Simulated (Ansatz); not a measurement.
Defect: interstitial Na in wurtzite GaN, charge state +1. Level of theory: PBE, PAW (plane waves to 420 eV; Ansatz, a quantum-chemistry and plane-wave program).

Settings: 72 host sites, the relaxed PBE lattice, one k-point at (0.125, 0.250, 0.250), smearing 0.01 eV, spin-restricted, no image-charge correction. Static, classical nuclei. The charge state is imposed; whether it is stable for some Fermi level was not computed. Sites that were not tried may lie lower.

Barriers: single points on a 2×2×2 k-point mesh shifted by half a step along c at the bands' geometries.

A. Na moves alone to another site; the atom moves 3.22 Å along (1.00, 1.00, 0.00) of the unit cell; the moving atom starts with neighbours 3 Ga at 2.30, 3 Ga at 2.58; 3 N at 2.14, 3 N at 2.44 Å and ends with 3 Ga at 2.30, 3 Ga at 2.58; 3 N at 2.14, 3 N at 2.44 Å; saddle order first order.
B. Na moves alone to another site; the atom moves 2.62 Å along (0.00, 0.00, 0.50) of the unit cell; the moving atom starts with neighbours 3 Ga at 2.30, 3 Ga at 2.58; 3 N at 2.14, 3 N at 2.44 Å and ends with 3 Ga at 2.30, 3 Ga at 2.58; 3 N at 2.14, 3 N at 2.44 Å; saddle order not checked, on a symmetry element.

A band can be held on a symmetry element, so unchecked saddle points there may be too high.

Problem. Put the candidates in order of forward barrier, lowest first, for PBE, PAW.

Solution. A (1.70 eV), B (2.41 eV)
